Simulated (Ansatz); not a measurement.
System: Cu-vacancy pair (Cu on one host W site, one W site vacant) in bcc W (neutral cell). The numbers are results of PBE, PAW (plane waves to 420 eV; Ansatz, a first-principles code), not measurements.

Settings: 36 host sites, the relaxed PBE lattice, a 2×2×3 k-point mesh shifted by half a step, smearing 0.10 eV, spin-restricted, no image-charge correction. Energies are static. Spin-orbit coupling is left out. Forms of the defect that were not tried may lie lower.

Barriers: single points on a 3×3×5 k-point mesh shifted by half a step at the bands' geometries.

The step: direct exchange of Cu with the vacancy (Cu-vacancy distance between ideal sites 2.76 Å throughout). Atoms about the jump, Cartesian Å from the middle of the jump, before and after:

```tsv
atom	x0	y0	z0	x1	y1	z1
Cu1	-0.70	-0.70	-0.68	0.70	0.70	0.68
W2	-0.77	2.34	-0.77	-0.80	2.40	-0.80
W3	-2.40	0.80	0.80	-2.34	0.77	0.77
W4	2.34	-0.77	-0.77	2.40	-0.80	-0.80
W5	0.80	-2.40	0.80	0.77	-2.34	0.77
W6	-0.79	-0.79	2.37	-0.81	-0.81	2.42
W7	0.81	0.81	-2.42	0.79	0.79	-2.37
W8	-0.78	2.36	2.36	-0.79	2.36	2.37
W9	-2.36	0.79	-2.37	-2.36	0.78	-2.36
W10	2.36	-0.78	2.36	2.36	-0.79	2.37
W11	0.79	-2.36	-2.37	0.78	-2.36	-2.36
W12	2.36	2.36	-0.78	2.37	2.37	-0.79
W13	-2.37	-2.37	0.79	-2.36	-2.36	0.78
```

Task: Give the saddle-point geometry and the barrier.

Result: 
```json
[
 {"atom": "Cu1", "x": "0.00", "y": "0.00", "z": "-0.01"},
 {"atom": "W2", "x": "-0.81", "y": "2.40", "z": "-0.81"},
 {"atom": "W3", "x": "-2.40", "y": "0.80", "z": "0.78"},
 {"atom": "W4", "x": "2.40", "y": "-0.80", "z": "-0.81"},
 {"atom": "W5", "x": "0.80", "y": "-2.40", "z": "0.78"},
 {"atom": "W6", "x": "-0.81", "y": "-0.81", "z": "2.41"},
 {"atom": "W7", "x": "0.80", "y": "0.81", "z": "-2.43"},
 {"atom": "W8", "x": "-0.77", "y": "2.35", "z": "2.34"},
 {"atom": "W9", "x": "-2.35", "y": "0.77", "z": "-2.36"},
 {"atom": "W10", "x": "2.35", "y": "-0.77", "z": "2.34"},
 {"atom": "W11", "x": "0.77", "y": "-2.35", "z": "-2.36"},
 {"atom": "W12", "x": "2.35", "y": "2.35", "z": "-0.78"},
 {"atom": "W13", "x": "-2.35", "y": "-2.35", "z": "0.75"}
]
```
It lies 0.44 eV above the start and 0.44 eV above the end. The saddle point's order was not checked, and it lies on a symmetry element of the cell, where a band can be held.
